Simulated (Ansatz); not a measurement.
## Response to strain in hypothetical CsCl type NbAs

Consider NbAs in the CsCl type structure (space group Pm-3m, No. 221; a = 3.2178 Å; a hypothetical phase, not in the database extracts checked; relaxed with 0.1 eV smearing). Axes: x, y, z lie along the cube axes.

Strains are applied to the cell and any free atomic positions relax; under biaxial strain the out-of-plane vector relaxes too; under stress the whole cell relaxes.

Levels (all Ansatz, an electronic-structure program, PAW): PBE (420 eV, scalar-relativistic without spin-orbit coupling); PBEsol (420 eV, scalar-relativistic without spin-orbit coupling).

The base cell above is that of PBE; each level relaxes its own structures.

Notes on the quantities. energy relative to the base: free energy F.

```csv
case,"energy relative to the base, PBE","energy relative to the base, PBEsol"
"biaxial strain +0.70 %, plane normal [001], relaxed out of plane",+1.8 meV/atom,+1.9 meV/atom
"biaxial strain +0.96 %, plane normal [001], relaxed out of plane",+3.3 meV/atom,+3.5 meV/atom
"biaxial strain +1.12 %, plane normal [001], relaxed out of plane",+4.5 meV/atom,+4.7 meV/atom
"biaxial strain −0.26 %, plane normal [111], relaxed out of plane",+0.2 meV/atom,+0.3 meV/atom
"biaxial strain +2.08 %, plane normal [111], relaxed out of plane",+15 meV/atom,+16 meV/atom
"biaxial strain +2.36 %, plane normal [111], relaxed out of plane",+19 meV/atom,+20 meV/atom
isotropic strain −3.84 %,+131 meV/atom,+139 meV/atom
isotropic strain +1.15 %,+9.8 meV/atom,+10 meV/atom
uniaxial strain ε_xx = −5.73 %,+61 meV/atom,+63 meV/atom
uniaxial strain ε_yy = +5.47 %,+44 meV/atom,+46 meV/atom
"strain tensor (xx, yy, zz, yz, xz, xy) = (+1.38, −0.11, −1.51, +0.96, −1.46, +1.64) %",+19 meV/atom,+20 meV/atom
"uniaxial stress, 1 GPa compression along x",+0.2 meV/atom,+0.2 meV/atom
```

The two levels differ by at most about 8.0 meV/atom. Near ties aside, they put the cases in the same order.

Beyond what the load breaks, stability against distortions was not tested. All final runs are without spin polarisation.
